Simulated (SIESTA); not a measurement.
# Input and output of a self-consistent single point for LaMg₁₄Sn (Amm2, 16 atoms in the cell) (SIESTA)

Level of theory: SIESTA with GGA PBEsol, numerical atomic orbitals DZP, PseudoDojo PBEsol standard norm-conserving potentials (rewritten from UPF to PSML).

This input was run:

```
# files in the folder: La.psml Mg.psml Sn.psml (PseudoDojo PBEsol standard)
SystemName  LaMg14Sn
SystemLabel lamg14sn

NumberOfAtoms                16
NumberOfSpecies              3
%block ChemicalSpeciesLabel
  1 57 La
  2 12 Mg
  3 50 Sn
%endblock ChemicalSpeciesLabel
LatticeConstant              1.0 Ang
%block LatticeVectors
    10.412300000    0.000000000    0.000000000
     0.000000000    3.251185000    5.733315000
     0.000000000   -3.251185000    5.733315000
%endblock LatticeVectors
AtomicCoordinatesFormat      Fractional
%block AtomicCoordinatesAndAtomicSpecies
     0.500000000    0.667990000    0.667990000  1
     0.000000000    0.168200000    0.168200000  2
     0.000000000    0.667430000    0.667430000  2
     0.500000000    0.162290000    0.674810000  2
     0.500000000    0.674810000    0.162290000  2
     0.000000000    0.167810000    0.664770000  2
     0.000000000    0.664770000    0.167810000  2
     0.239780000    0.327030000    0.835310000  2
     0.760220000    0.835310000    0.327030000  2
     0.760220000    0.327030000    0.835310000  2
     0.239780000    0.835310000    0.327030000  2
     0.253860000    0.333610000    0.333610000  2
     0.746140000    0.333610000    0.333610000  2
     0.239890000    0.836380000    0.836380000  2
     0.760110000    0.836380000    0.836380000  2
     0.500000000    0.162040000    0.162040000  3
%endblock AtomicCoordinatesAndAtomicSpecies

XC.functional                GGA
XC.authors                   PBEsol
PAO.BasisSize                DZP
PAO.EnergyShift              0.01 Ry
MeshCutoff                   400 Ry
%block kgrid.MonkhorstPack
    3   0   0  0.5
    0   5   0  0.5
    0   0   5  0.5
%endblock kgrid.MonkhorstPack
OccupationFunction           FD
ElectronicTemperature        0.1 eV

MaxSCFIterations             150
SCF.Mixer.Method             Broyden
SCF.Mixer.Weight             0.25
SCF.Mixer.History            6
SCF.DM.Tolerance             1.0E-04
Diag.ParallelOverK           true
WriteForces                  true
```

Log, with long lists cut:

```
reinit: Reading from file input.fdf

reinit: System Name: LaMg14Sn
reinit: System Label: lamg14sn

coor:   Atomic-coordinates input format  =     Fractional

siesta: Atomic coordinates (Bohr) and species
siesta:      9.83820   0.00000  14.47454  1        1
siesta:      0.00000   0.00000   3.64469  2        2
siesta:      0.00000   0.00000  14.46240  2        3
siesta:      9.83820  -3.14885   9.06947  2        4
siesta:      9.83820   3.14885   9.06947  2        5
siesta:      0.00000  -3.05325   9.02050  2        6
siesta:      0.00000   3.05325   9.02050  2        7
siesta:      4.71801  -3.12280  12.59325  2        8
siesta:     14.95839   3.12280  12.59325  2        9
siesta:     14.95839  -3.12280  12.59325  2       10
siesta:      4.71801   3.12280  12.59325  2       11
siesta:      4.99505   0.00000   7.22893  2       12
siesta:     14.68135   0.00000   7.22893  2       13
siesta:      4.72017   0.00000  18.12334  2       14
siesta:     14.95622   0.00000  18.12334  2       15
siesta:      9.83820   0.00000   3.51121  3       16

siesta: System type = bulk

initatomlists: Number of atoms, orbitals, and projectors:     16   163   176

siesta: ******************** Simulation parameters ****************************
redata: Spin configuration                          = none
redata: Time-Reversal Symmetry                      = T
redata: Number of Atomic Species                    =        3
redata: Mesh Cutoff                                 =   400.0000 Ry
redata: Net charge of the system                    =     0.0000 |e|
redata: Min. number of SCF Iter                     =        0
redata: Max. number of SCF Iter                     =      150
redata: SCF convergence failure will abort job
redata: SCF mix quantity                            = Hamiltonian
redata: Mix DM or H after convergence               =   F
redata: Recompute H after scf cycle                 =   F
   [... lines left out ...]
diag: Parallel distribution                         =     1 x     1
diag: Used triangular part                          = Lower
diag: Absolute tolerance                            =  0.100E-15
diag: Orthogonalization factor                      =  0.100E-05
diag: Memory factor                                 =  1.0000

superc: Internal auxiliary supercell:     3 x     3 x     3  =      27
superc: Number of atoms, orbitals, and projectors:    432   4401   4752

                        Single-point calculation

superc: Internal auxiliary supercell:     3 x     3 x     3  =      27
superc: Number of atoms, orbitals, and projectors:    432   4401   4752

outcell: Unit cell vectors (Ang):
       10.412300    0.000000    0.000000
        0.000000    3.251185    5.733315
        0.000000   -3.251185    5.733315

outcell: Cell vector modules (Ang)   :   10.412300    6.590987    6.590987
outcell: Cell angles (23,13,12) (deg):     59.1125     90.0000     90.0000
outcell: Cell volume (Ang**3)        :    388.1720
new_DM -- step:     1
Initializing Density Matrix...

Attempting to read DM from file... Failed...
DM filled with atomic data:

InitMesh: MESH = 128 x 72 x 72 = 663552
InitMesh: Mesh cutoff (required, used) =   400.000   417.666 Ry

stepf: Fermi-Dirac step function
        iscf     Eharris(eV)        E_KS(eV)     FreeEng(eV)     dDmax    Ef(eV) dHmax(eV)
   scf:    1   -25627.509634   -25668.540036   -25668.755044  1.834547 -3.243015  8.959237
   scf:    2   -25625.091880   -25662.747613   -25662.999357  0.719665 -3.142934 11.443672
   scf:    3   -25675.794303   -25675.350259   -25675.568480  0.500252 -3.212642  2.407657
   scf:    4   -25675.667829   -25675.520975   -25675.740783  0.056182 -3.239482  1.319263
   scf:    5   -25675.628299   -25675.583887   -25675.806306  0.057672 -3.268751  0.211720
   scf:    6   -25675.588917   -25675.587672   -25675.809581  0.009571 -3.271150  0.073183
   scf:    7   -25675.588452   -25675.588126   -25675.809873  0.002864 -3.271528  0.026838
   scf:    8   -25675.588315   -25675.588226   -25675.809919  0.001809 -3.271688  0.010540
   scf:    9   -25675.588243   -25675.588235   -25675.809924  0.000694 -3.271807  0.002779
   scf:   10   -25675.588234   -25675.588235   -25675.809925  0.000100 -3.271873  0.001358
   scf:   11   -25675.588234   -25675.588234   -25675.809925  0.000029 -3.271912  0.000802
SCF Convergence by DM+H criterion
max |DM_out - DM_in|         :     0.0000294722
max |H_out - H_in|      (eV) :     0.0008015717
SCF cycle converged after 11 iterations

Using DM_out to compute the final energy and forces

siesta: E_KS(eV) =           -25675.5882

siesta: E_KS - E_eggbox =    -25675.5882

siesta: Atomic forces (eV/Ang):
     1   -0.000000    0.000000   -0.052243
     2    0.000000   -0.000000    0.085205
     3    0.000000    0.000000   -0.016917
     4   -0.000000    0.048828    0.001217
     5    0.000000   -0.048828    0.001217
     6    0.000000    0.061177   -0.006777
     7   -0.000000   -0.061177   -0.006777
     8    0.129162    0.132013    0.035512
     9   -0.129162   -0.132013    0.035512
    10   -0.129162    0.132013    0.035512
    11    0.129162   -0.132013    0.035512
    12    0.053861   -0.000000    0.001457
    13   -0.053861   -0.000000    0.001457
    14    0.171308    0.000000   -0.132821
    15   -0.171308    0.000000   -0.132821
    16   -0.000000   -0.000000    0.067128
   Tot    0.000000   -0.000000   -0.048625
   Max    0.171308
   Res    0.074777    sqrt( Sum f_i^2 / 3N )
   Max    0.171308    constrained

Stress tensor Voigt[x,y,z,yz,xz,xy] (kbar):       -3.84        8.48        2.42       -0.00        0.00        0.00
(Free)E + p*V (eV/cell)   -25676.3792
Target enthalpy (eV/cell)   -25675.8099

siesta: Program's energy decomposition (eV):
siesta: Ebs     =     -6784.801007
siesta: Eions   =     30768.924612
siesta: Ena     =      2195.620092
siesta: Ekin    =     14341.620976
siesta: Enl     =     -7814.651256
siesta: Eso     =         0.000000
siesta: Edftu   =         0.000000
siesta: DEna    =       143.757383
siesta: DUscf   =         4.515716
siesta: DUext   =         0.000000
siesta: Ex      =     -3538.098499
siesta: Ec      =      -239.428033
siesta: Exc     =     -3777.526532
siesta: Eharris =    -25675.588234
siesta: Etot    =    -25675.588234
siesta: FreeEng =    -25675.809925

siesta: Atomic forces (eV/Ang):
siesta:      1   -0.000000    0.000000   -0.052243
siesta:      2    0.000000   -0.000000    0.085205
siesta:      3    0.000000    0.000000   -0.016917
siesta:      4   -0.000000    0.048828    0.001217
siesta:      5    0.000000   -0.048828    0.001217
siesta:      6    0.000000    0.061177   -0.006777
siesta:      7   -0.000000   -0.061177   -0.006777
siesta:      8    0.129162    0.132013    0.035512
siesta:      9   -0.129162   -0.132013    0.035512
siesta:     10   -0.129162    0.132013    0.035512
siesta:     11    0.129162   -0.132013    0.035512
siesta:     12    0.053861   -0.000000    0.001457
siesta:     13   -0.053861   -0.000000    0.001457
siesta:     14    0.171308    0.000000   -0.132821
siesta:     15   -0.171308    0.000000   -0.132821
siesta:     16   -0.000000   -0.000000    0.067128
siesta: ----------------------------------------
siesta:    Tot    0.000000   -0.000000   -0.048625

siesta: Stress tensor (static) (eV/Ang**3):
siesta:    -0.002398    0.000000    0.000000
siesta:     0.000000    0.005290   -0.000000
siesta:     0.000000   -0.000000    0.001508

siesta: Cell volume =        388.171954 Ang**3

siesta: Pressure (static):
siesta:                Solid            Molecule  Units
siesta:          -0.00001597          0.00003492  Ry/Bohr**3
siesta:          -0.00146655          0.00320625  eV/Ang**3
siesta:          -2.34966415          5.13697193  kBar
```

The run converged in 11 iterations.

The starting cell comes from a database of computed structures (which also holds hypothetical and non-ambient phases and stackings), without a prior relaxation at this level. Values carry the incompleteness of an atom-centred basis.

Cost on one core of a shared machine: roughly 50 s.
